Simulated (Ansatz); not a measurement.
Functionals compared on CO on the 1x1 (111) surface of fcc Ag, one in a 2x2 cell, started at the site 'top Ag', in Ansatz (plane waves, PAW). The structure was relaxed with PBE; the other rows are single points on it, each with its references at the same level. Cutoff 420 eV (500 eV for r2SCAN).

Set-up: 18 atoms, 7.1 Å thick at the start under the adsorbate (thin: gaps and levels are the slab's own); mesh 6x6x1; 0.1 eV smearing; dipole correction on; 8 atoms held, the rest relaxed; held to the start's symmetry, so lower structures may exist; no spin, no spin-orbit, no U, no dispersion correction. At the end it is bonded to Ag. In PBE it is, or lies within 0.03 eV of, the lowest of the starts that converged. These notes are the PBE run's. Adsorption energies are against CO(g). A negative adsorption energy means that the adsorbate is more stable on the surface than in its reference.

| functional | adsorption energy (eV) | work function of the top face (eV) | change of the work function (eV) | rough cost of the single point |
|---|---|---|---|---|
| PBE | -0.14 | 4.13 | -0.31 | – |
| RPBE | 0.13 | 3.97 | -0.27 | roughly 60 core-seconds |
| r2SCAN | … | … | … | very roughly 120 core-seconds |

Some entries are withheld; supply them.


- r2SCAN, adsorption energy (eV): -0.20
- r2SCAN, work function of the top face (eV): 4.12
- r2SCAN, change of the work function (eV): -0.28

Ansatz is a program for electronic structure.
